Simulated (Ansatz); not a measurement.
# What Te → P does to SnTe

Start from SnTe in the rock salt structure (space group Fm-3m, No. 225; a = 6.289 Å).

Modification: P takes the place of Te on all its sites, then cell and atoms are relaxed.

All numbers come from Ansatz (a program for electronic structure) PBEsol, scalar-relativistic without spin-orbit coupling. k-mesh 15×15×15 (Γ-centred); smearing 0.05 eV (Fermi–Dirac), for the changed cell.

```json
{
  "volume_per_atom": "20.95 Å³ (base 31.09 Å³)",
  "density": "5.93 g/cm³ (base 6.58 g/cm³)",
  "lattice_parameter_a": "5.513 Å (base 6.289 Å)",
  "space_group": "Fm-3m (No. 225) (base Fm-3m (No. 225))",
  "shortest_interatomic_distance": "2.757 Å (base 3.144 Å)",
  "band_gap": "zero (uncertain: the edges found look like a band crossing or inverted bands; the base alone) (base 0.16 eV)"
}
```

Final structure:

```xyz
2
Lattice="0.0000 2.7566 2.7566 2.7566 0.0000 2.7566 2.7566 2.7566 0.0000" Properties=species:S:1:pos:R:3 pbc="T T T"
P      0.0000     0.0000     0.0000
Sn     2.7566     2.7566     2.7566
```

Spin-orbit coupling, missing from the scalar runs, can matter with Te. No phonon test of stability was made. For SnP in this form, whether it has been made was not checked. All final runs are without spin polarisation. An odd electron count without spin: SnP. The zero or small gap of SnTe can change with the level of theory.
